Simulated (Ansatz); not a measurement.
Functionals compared on OH on the 1x1 (111) surface of fcc Ag, one in a 2x2 cell, started at the site 'top Ag', in Ansatz (plane waves, PAW). The structure was relaxed with PBE; the other rows are single points on it, each with its references at the same level. Cutoff 420 eV (500 eV for r2SCAN).

Set-up: 18 atoms, 7.1 Å thick at the start under the adsorbate (thin: gaps and levels are the slab's own); mesh 6x6x1; 0.1 eV smearing; dipole correction on; 8 atoms held, the rest relaxed; no symmetry held; spin-polarised, no spin-orbit, no U, no dispersion correction. The starting moment vanished. At the end it is bonded to 3 Ag. In PBE it is, or lies within 0.03 eV of, the lowest of the starts that converged. These notes are the PBE run's. r2SCAN: The program's check for a lower electronic state was not made. Adsorption energies are against H2O(g) − ½ H2(g). A negative adsorption energy means that the adsorbate is more stable on the surface than in its reference.

```tsv
functional	adsorption energy (eV)	work function of the top face (eV)	change of the work function (eV)	magnetic moment of the cell (μB)	rough cost of the single point
PBE	0.70	3.90	-0.54	0.00	–
RPBE	[?]	[?]	[?]	0.00	around 9 core-minutes (rough)
r2SCAN	0.39	3.87	-0.54	0.00	very roughly 20 core-minutes
```

Problem. Complete the blanks.

Solution. 
- RPBE, adsorption energy (eV): 0.89
- RPBE, work function of the top face (eV): 3.75
- RPBE, change of the work function (eV): -0.49

Ansatz is an electronic-structure program.
